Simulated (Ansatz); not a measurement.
Abridged Ansatz (a first-principles code) output:

```
Pseudopotential: Ga, paw, valence charge 13
Pseudopotential: O, paw, valence charge 6
Crystal: 8 atoms, lattice volume = 100.082 Å³
Basis set: ecut = 420 eV, 1925 PW (Γ), exchange–correlation on 48×48×180 points (8 copies of the dense FFT grid, shifted against one another)
Bands: 46, of which v1, the nominal top of the filled ones, is band 38 counted from 1 (37 counted from 0)
Symmetry: 24 space group operations
k-points: 38 of 432
Functional: x = pbesol(κ = 0.804, μ = 0.12345679012345678), c = pbesol(β = 0.046)
SCF iter   1: F=—  HF=-17223.730757 eV  |F-HF|=—  |Δ(HF+E_count)|=         —  Δρ=1.08e-1  dr2=1.64e1  ethr=3.10e-3  ⟨swp⟩=5.9  Hψ=6201  notcnv=0  defer=2
SCF iter   2: F=—  HF=-17220.472286 eV  |F-HF|=—  |Δ(HF+E_count)|=    3.26e0  Δρ=4.30e-2  dr2=3.37e0  ethr=3.10e-3  ⟨swp⟩=3.0  Hψ=3705  notcnv=0  defer=108
SCF 1 converged in 11 iterations: F = -17219.347917 eV  dr2 = 7.91e-11
SCF converged after 11 iterations
Free energy (F): -17219.347917 eV
Internal energy: -17219.347916 eV  (E = F + TS)
E sigma→0 (E₀):  -17219.347917 eV
Entropy (-TS):   -0.000001 eV (-0.000 meV/atom)
Fermi energy:    8.772491 eV
  E_disp       = -1.442562  (pairwise vdW)
--- Forces (eV/Å), atoms counted from 1 ---
  atom   1  Ga    -0.00000000     0.00000000     0.00039817
  atom   2  Ga     0.00000000    -0.00000000     0.00039817
  atom   3  Ga     0.00000000    -0.00000000    -0.00039817
  atom   4  Ga     0.00000000     0.00000000    -0.00039817
  atom   5  O      0.00000000     0.00000000     0.00019306
  atom   6  O     -0.00000000     0.00000000     0.00019306
  atom   7  O     -0.00000000     0.00000000    -0.00019306
  atom   8  O      0.00000000    -0.00000000    -0.00019306
--- Stress (GPa, compression-positive) ---
        0.006859      -0.000000       0.000000
        0.000000       0.006859       0.000000
        0.000000       0.000000      -0.009384
  P = ⅓ Tr σ = 0.0014 GPa (0.014 kbar)
```

**Question.** What was computed, and what are the main results?

**Answer.** GaO, 8 atoms in the cell, with PBEsol-D3(BJ), PAW, 420 eV (Ansatz; no spin-orbit coupling), earlier PAW set. The last SCF converged to F = -17219.347917 eV, or -2152.4185 eV per atom, at a pressure of 0.00 GPa. The total energy compares only with runs of the same code, potentials and settings.

Stability against distortions was not tested. The cell was made from GaSe by this change: Se → O; the result is a hypothetical phase, not in the database extracts checked. The program warned that a D3 coordination switch lies within reach, so dispersion energies are less smooth here.
